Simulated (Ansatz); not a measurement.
Reference: ScPt$_{3}$ (Pm-3m), PBEsol, DFPT electron-phonon coupling, linearised Boltzmann equation (plane waves, PAW, scalar-relativistic; Ansatz, an electronic-structure program); geometry: relaxed with this functional, without spin-orbit coupling.

```cif
data_Pt3Sc
_chemical_formula_sum 'Sc1 Pt3'
_space_group_name_H-M_alt 'P 1'
_space_group_IT_number 1
_cell_length_a 3.95185
_cell_length_b 3.95185
_cell_length_c 3.95185
_cell_angle_alpha 90.000
_cell_angle_beta 90.000
_cell_angle_gamma 90.000
loop_
_space_group_symop_operation_xyz
  'x, y, z'
loop_
_atom_site_label
_atom_site_type_symbol
_atom_site_fract_x
_atom_site_fract_y
_atom_site_fract_z
_atom_site_occupancy
Sc1 Sc 0.00000 0.00000 0.00000 1
Pt1 Pt 0.50000 0.50000 0.00000 1
Pt2 Pt 0.00000 0.50000 0.50000 1
Pt3 Pt 0.50000 0.00000 0.50000 1
```

The resistivity at 300 K is 14.2 μΩ·cm.

**Question.** Replace Sc by Lu on the same sites and relax. What happens?

**Answer.** LuPt$_{3}$ (Pm-3m): volume per atom 15.4 to 16.3 Å³; resistivity at 300 K stays about the same (14.2 μΩ·cm to 13.6 μΩ·cm).

**Question.** Swap Sc for Y, keeping the structure type. How do these values move?

**Answer.** YPt$_{3}$ (Pm-3m): volume per atom 15.4 to 16.8 Å³; resistivity at 300 K stays about the same (14.2 μΩ·cm to 13.4 μΩ·cm).

**Question.** Swap Pt for In, keeping the structure type. How do these values move?

**Answer.** ScIn3 (Pm-3m): volume per atom 15.4 to 22.1 Å³; resistivity at 300 K stays about the same (14.2 μΩ·cm to 14.1 μΩ·cm).

Moves up to 14 % count as about the same. Metals; harmonic phonons alone scatter; means over directions. Halving the electron mesh moves these values by up to 10 %; q meshes are mostly untested. Some of the runs warned that the eigensolver left states short of its tolerance. Spin-orbit coupling is left out.

Formula and space group known from diffraction (Crystallography Open Database), not checked to be the room-temperature form: LuPt3 (Pm-3m), ScIn3 (Pm-3m), ScPt3 (Pm-3m), YPt3 (Pm-3m). The missing spin-orbit coupling matters most for LuPt3 (Pm-3m), ScPt3 (Pm-3m), YPt3 (Pm-3m).
